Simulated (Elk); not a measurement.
Band structure of BaRh₂ (Fd-3m, 6 atoms in the cell).

```
BaRh2
1.0
    0.00000     3.95741     3.95741
    3.95741     0.00000     3.95741
    3.95741     3.95741     0.00000
Ba Rh
2 4
Cartesian
  3.95741   3.95741   3.95741
  5.93611   5.93611   5.93611
  2.96805   2.96805   0.98935
  2.96805   0.98935   2.96805
  0.98935   0.98935   0.98935
  0.98935   2.96805   2.96805
```
Moments meant for the start (each program seeds them in its own way; μB, in the order of the atoms Ba Ba Rh Rh Rh Rh): 0.0 0.0 1.0 1.0 1.0 1.0.

Level of theory: PBEsol, all-electron FP-LAPW, Elk's shipped species files, APW+lo basis with extra local orbitals in Elk.

Settings: xctype = 22; spinpol = true; rgkmax = 8; stype = 3; swidth = 0.00499791 Ha; ngridk = 5 5 5; reducebf = 0.8; gmaxvr = 16 1/bohr; nxlo = 2; lorbcnd = true; rmtscf = 0.96; lmaxi = 3; nempty = 8 per atom.

The starting cell comes from a database of computed structures (which also holds hypothetical and non-ambient phases and stackings), without a prior relaxation at this level. The starting moments vanished: the run ended non-magnetic. Values depend on the basis (sphere radii, cutoffs, local orbitals), which need not be converged.

Levels in eV from the Fermi level, bands 52 to 59 of the first spin channel:
```
point     52     53     54     55     56    57    58    59
-----  -----  -----  -----  -----  -----  ----  ----  ----
Γ      -0.31   0.52   0.52   1.30   1.30  1.30  2.04  2.25
X      -0.65  -0.30  -0.30  -0.27  -0.27  2.21  2.21  3.20
W      -0.56  -0.43  -0.43   0.09   0.09  2.07  2.07  3.22
K      -0.57  -0.51  -0.41  -0.14   0.14  1.60  2.81  2.84
L      -0.42  -0.42  -0.10  -0.10   1.30  2.18  2.18  2.43
U      -0.57  -0.51  -0.41  -0.14   0.14  1.60  2.81  2.84
```

Bands cross the Fermi level along this path, so the cell is metallic at this level.

The net moment of the cell came out as 0.00 μB.
